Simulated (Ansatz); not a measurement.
Strongest site found for several adsorbates on hcp Co, ferromagnetic (0001).

Method: PBE (plane waves to 420 eV, PAW; Ansatz, a program for electronic structure).

Counted are starts at which the adsorbate stayed whole and on top. Thin slabs; no dispersion, zero-point or thermal terms; negative values mean binding.

```tsv
adsorbate, area an adsorbate	reference	bonded to	E_ads (eV)	shortest bond to the host (Å)
Sn, 48 Å²	an atom of beta tin	3 Co	___	2.60
NH2, 22 Å²	NH3(g) − ½ H2(g)	2 Co	-0.09	___
Si, 22 Å²	an atom of silicon	3 Co	-0.24	2.25
Sn, 22 Å²	an atom of beta tin	3 Co	-0.72	___
Br, 22 Å²	½ Br2(g)	3 Co	-2.00	2.49
F, 48 Å²	½ F2(g)	3 Co	-3.07	2.07
H, 48 Å²	½ H2(g)	3 Co	___	1.74
Cl, 48 Å²	½ Cl2(g)	3 Co	-2.15	2.34
N, 48 Å²	½ N2(g)	3 Co	-0.36	___
```

Question: Complete the blanks.

Answer: 
- Sn, 48 Å², E_ads (eV): -0.73
- NH2, 22 Å², shortest bond to the host (Å): 1.97
- Sn, 22 Å², shortest bond to the host (Å): 2.61
- H, 48 Å², E_ads (eV): -0.55
- N, 48 Å², shortest bond to the host (Å): 1.76
